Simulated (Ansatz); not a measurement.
The structure below was relaxed with PBEsol (Ansatz, a quantum-chemistry and plane-wave program), no spin-orbit coupling, at pressure 100 GPa.

```
CELL_PARAMETERS angstrom
     -1.63784     1.63784     1.63784
      1.63784    -1.63784     1.63784
      1.63784     1.63784    -1.63784
ATOMIC_POSITIONS crystal
  Ba 0.00000 0.00000 0.00000
```

Problem. Find the space group and the Wyckoff positions.

Solution. Space group Im-3m (No. 229); a = 3.276 Å, b = 3.276 Å, c = 3.276 Å, α = 90.00°, β = 90.00°, γ = 90.00°

```csv
atom,site,symmetry,x,y,z
Ba,2a,m-3m,0.0000,0.0000,0.0000
```

Problem. Describe the coordination.

Solution. The crystal has 2 atoms in its conventional cell. Conventional cell: a = 3.2757 Å, b = 3.2757 Å, c = 3.2757 Å, α = 90.00°, β = 90.00°, γ = 90.00°. Ba is coordinated by 58 Ba at 2.837–5.674 Å. (Neighbours: up to the widest gap in distance over summed covalent radii, below 1.35, at either atom.)

Load acts through the strain it causes; cell and atoms are relaxed under it. Stability against distortions was not tested. Measured, Ba leaves this structure (for hcp) near 5.5 GPa (temperature not stated; as listed in Olga Degtyareva, NATO science for peace and security series. B, Physics and biophysics (2010)). The cell was made from Ba in the bcc (W type) structure (space group Im-3m, No. 229) by this change: pressure 100 GPa.
